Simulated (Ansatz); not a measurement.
These are PBE (plane waves to 420 eV, PAW; Ansatz, an electronic-structure program) values and carry that method's errors.

Electrostatic potential energy of an electron, averaged over planes parallel to the surface, in eV from the Fermi level, for Ta on a Au site (surface) in a 3x3 cell of the 1x1 (111) surface of fcc Au (the real clean face reconstructs):

| z (Å) | V (eV) |
|---|---|
| 5.30 | 5.19 |
| 5.59 | 5.19 |
| 5.89 | 5.18 |
| 6.18 | 5.18 |
| 6.48 | 5.18 |
| 6.77 | 5.17 |
| 7.07 | 5.14 |
| 7.36 | 5.08 |
| 7.66 | 4.95 |
| 7.95 | 4.65 |
| 8.24 | 3.96 |
| 8.54 | 2.31 |
| 8.83 | -2.19 |
| 9.13 | -9.71 |
| 9.42 | -14.85 |
| 9.72 | -15.94 |
| 10.01 | -13.10 |
| 10.31 | -6.55 |
| 10.60 | -0.30 |
| 10.89 | 1.13 |
| 11.19 | -1.37 |
| 11.48 | -8.28 |
| 11.78 | -14.22 |
| 12.07 | -16.27 |
| 12.37 | -14.46 |
| 12.66 | -8.76 |
| 12.96 | -1.78 |
| 13.25 | 0.84 |
| 13.54 | -0.82 |
| 13.84 | -7.23 |
| 14.13 | -13.59 |
| 14.43 | -16.21 |
| 14.72 | -14.98 |
| 15.02 | -9.83 |
| 15.31 | -2.72 |
| 15.61 | 0.62 |
| 15.90 | -0.16 |
| 16.19 | -5.00 |
| 16.49 | -12.09 |
| 16.78 | -16.05 |
| 17.08 | -15.77 |
| 17.37 | -11.80 |
| 17.67 | -4.87 |
| 17.96 | 1.04 |
| 18.26 | 3.41 |
| 18.55 | 4.40 |
| 18.84 | 4.83 |
| 19.14 | 5.01 |
| 19.43 | 5.10 |
| 19.73 | 5.14 |
| 20.02 | 5.15 |
| 20.32 | 5.16 |
| 20.61 | 5.16 |
| 20.91 | 5.16 |
| 21.20 | 5.16 |

Model: 36-atom slab, 7.2 Å thick at the start (thin: gaps and levels are the slab's own), 4x4x1 mesh, Fermi-Dirac 0.1 eV, dipole correction, 9 atoms held, the rest relaxed; symmetry of the start imposed; no spin, no spin-orbit, no U.

The vacuum level lies 5.17 eV above the Fermi level over the top face and 5.19 eV above it under the bottom face.
